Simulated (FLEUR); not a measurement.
## Convergence study of the basis cutoff for CaSiAu (P3m1, 3 atoms in the cell)

```xyz
3
Lattice="4.3060 0.0000 0.0000 -2.1530 3.7291 0.0000 0.0000 0.0000 3.9228" Properties=species:S:1:pos:R:3 pbc="T T T"
Ca     0.0000     0.0000     0.0500
Si     2.1530     1.2430     1.9614
Au     0.0000     2.4860     1.9614
```

Method of the run: LDA (Perdew-Zunger), all-electron FLAPW (FLEUR), scalar-relativistic valence.

Base settings: Kmax = 4.7 1/bohr; GmaxXC = 16.4 1/bohr; xcFunctional = pz; jspins = 1; l_soc = F; mode = hist; fermiSmearingEnergy = 0.00367493 Htr; mesh (inpgen div1-3) = 3 3 3; inpgen gamma flag = false; Gmax = 16.4 1/bohr.

Moved along: Gmax, GmaxXC.

The second cell is the first with its lattice scaled by 0.98.

The mesh stays at the base's, so the ladder's end is converged at best in this setting alone.

Only quantities that move along the ladder and can be compared are tabulated.

The starting cell comes from a database of computed structures (which also holds hypothetical and non-ambient phases and stackings), without a prior relaxation at this level. Its lattice was rescaled by up to half a per cent. One atom was moved a little off its site on purpose. Values depend on the basis (sphere radii, cutoffs, local orbitals), which need not be converged.

Steps (Kmax): 2.78 1/bohr; 2.97 1/bohr; 3.15 1/bohr; 3.32 1/bohr; 3.49 1/bohr; 3.64 1/bohr; 3.93 1/bohr; 4.2 1/bohr; 4.46 1/bohr; 4.7 1/bohr; 4.93 1/bohr; 5.46 1/bohr.

What is the coarsest Kmax that holds the free energy within 5 meV/atom?

Not settled: the last two steps still differ by 2.9 meV/atom, over half the tolerance, so the ladder does not show it.

What is the coarsest Kmax that holds the forces within 0.005 eV/Å of the last step, with all finer ones?

2.97 1/bohr; the step before is off by 0.009 eV/Å.

What is the coarsest Kmax that holds the energy of the compressed cell less the first within 1 meV/atom of the last step, with all finer ones?

3.64 1/bohr; the step before is off by 1.3 meV/atom.

```tsv
Kmax	free energy less the last step's (meV/atom)	energy of the compressed cell less the first (meV/atom)	largest difference of a force vector from the last step's (eV/Å)
2.78 1/bohr	300.63	-16.76	0.009
2.97 1/bohr	153.28	-15.32	0.003
3.15 1/bohr	83.02	-12.49	0.000
3.32 1/bohr	50.99	-14.69	0.000
3.49 1/bohr	31.17	-12.53	0.000
3.64 1/bohr	22.60	-13.93	0.000
3.93 1/bohr	13.57	-13.78	0.000
4.2 1/bohr	9.53	-14.24	0.000
4.46 1/bohr	6.61	-14.07	0.000
4.7 1/bohr	4.56	-13.97	0.000
4.93 1/bohr	2.94	-13.99	0.000
5.46 1/bohr	0.00	-13.86	0.000
```

Left out of this page: 3 runs of the series failed or unconverged.
